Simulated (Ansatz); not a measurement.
## Ge (model structure, started from the C6 type, Im-3m, No. 229, 6 atoms in the cell)

Calculation: r²SCAN+SOC in Ansatz (plane waves, PAW).

Numerical settings: plane-wave cutoff 560 eV, 12×12×12 k mesh, Fermi–Dirac smearing 0.05 eV, PAW data made under PBE.

Cell (relaxed with PBEsol):

```xyz
6
Lattice="-3.5024 3.5024 3.5024 3.5024 -3.5024 3.5024 3.5024 3.5024 -3.5024" Properties=species:S:1:pos:R:3 pbc="T T T"
Ge     1.7512     0.0000     3.5024
Ge     3.5024     1.7512     0.0000
Ge     0.0000     1.7512     3.5024
Ge     1.7512     3.5024     0.0000
Ge     3.5024     0.0000     1.7512
Ge     0.0000     3.5024     1.7512
```

```
Item                                                          Value
---------------  --------------------------------------------------
band gap         0.08 eV (under three smearing widths, so not firm)
direct gap at Γ                                             4.22 eV
```

Note: the relaxation could raise the start's symmetry but not lower it, so the cell can be a saddle point.

Static lattice: no zero-point or thermal effects.

It cost roughly 13 core-minutes of CPU time.

A model structure was made by putting elements into a prototype or built by hand; it is no filed structure, need not be a known phase, and can be a saddle point held by its symmetry.

Ansatz is an electronic-structure program.
